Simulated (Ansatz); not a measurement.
This concerns the formation energy of O_i in Ti (hcp, P6₃/mmc). Reaction: 36 Ti (hcp) + 1/2 O2 (gas) → cell A.

Cell A: a supercell of 36 sites of Ti (hcp, P6₃/mmc) with O off the lattice sites (6 Ti at 2.08 Å); spin state with PBE: run without spin, k-point mesh 5×5×4.
```
CELL_PARAMETERS angstrom
      8.81956     0.00000     0.00000
     -4.40978     7.63796     0.00000
      0.00000     0.00000     9.30755
ATOMIC_POSITIONS crystal
  Ti 0.99955 0.99978 0.99596
  Ti 0.11089 0.22245 0.25404
  Ti 0.99849 0.99924 0.49962
  Ti 0.11035 0.22298 0.75038
  Ti 0.99909 0.33424 0.99766
  Ti 0.11041 0.55520 0.25090
  Ti 0.99937 0.33396 0.50029
  Ti 0.11164 0.55582 0.74970
  Ti 0.99909 0.66485 0.99766
  Ti 0.11089 0.88844 0.25404
  Ti 0.99937 0.66541 0.50029
  Ti 0.11035 0.88737 0.75038
  Ti 0.33356 0.99978 0.99596
  Ti 0.44489 0.22245 0.25404
  Ti 0.33409 0.99924 0.49962
  Ti 0.44596 0.22298 0.75038
  Ti 0.33356 0.33378 0.99596
  Ti 0.44535 0.55737 0.25234
  Ti 0.33409 0.33485 0.49962
  Ti 0.44507 0.55681 0.74971
  Ti 0.33404 0.66702 0.99910
  Ti 0.44535 0.88798 0.25234
  Ti 0.33280 0.66640 0.50030
  Ti 0.44507 0.88826 0.74971
  Ti 0.66632 0.99930 0.99910
  Ti 0.77813 0.22292 0.25090
  Ti 0.66693 0.00053 0.50030
  Ti 0.77751 0.22169 0.74970
  Ti 0.66848 0.33424 0.99766
  Ti 0.77813 0.55520 0.25090
  Ti 0.66793 0.33396 0.50029
  Ti 0.77751 0.55582 0.74970
  Ti 0.66632 0.66702 0.99910
  Ti 0.77596 0.88798 0.25234
  Ti 0.66693 0.66640 0.50030
  Ti 0.77652 0.88826 0.74971
  O  0.22222 0.11111 0.12500
```

Reference: Ti (hcp, P6₃/mmc), 36 atoms in the cell, a perfect crystal on lattice vectors that match the other cells'; spin state with PBE: run without spin, k-point mesh 5×5×4 on the run's own vectors.

Reference: an isolated O2 molecule (triplet) in a box of 11 × 11 × 13 Å.

Computed with Ansatz (plane waves, PAW), its default PAW set, cutoff 420 eV, 500 eV for r2SCAN. The structures are at rest with PBE, within the held lattices; other levels are single points on them. Neutral cells; Fermi-Dirac smearing of at most 0.10 eV in the solids, energies taken to zero width. The lattices are those relaxed with PBE, so at other levels the solids can be strained, which adds to the spread. Larger cells are relaxed from a start prepared with the learned potential CHGNet, on a coarser mesh till forces fall under 0.03 eV/Å, which some starts already meet. A dispersion term (D3(BJ), or D4 for r2SCAN) was computed beside these levels and is taken off wherever the name lacks it. Nuclei at rest; no vibrational terms. Cells are local rest points, mostly with their start's symmetry. Values are for these cell sizes. Mesh and cell size may move defect energies by 0.1 eV or more. Cell A has symmetry P-3m1 and got no random move, so less symmetric positions, which may lie lower, weren't tried.

What value does PBE give?

-5.54 eV, for 36 Ti (hcp) + 1/2 O2 (gas) → cell A.

List the value at the remaining levels and say how far they part.


```tsv
Level	value (eV)	less PBE
r2SCAN	-6.12	-0.58
```

The levels span 0.58 eV, from r2SCAN (-6.12) to PBE (-5.54).

Ansatz is an electronic-structure program.
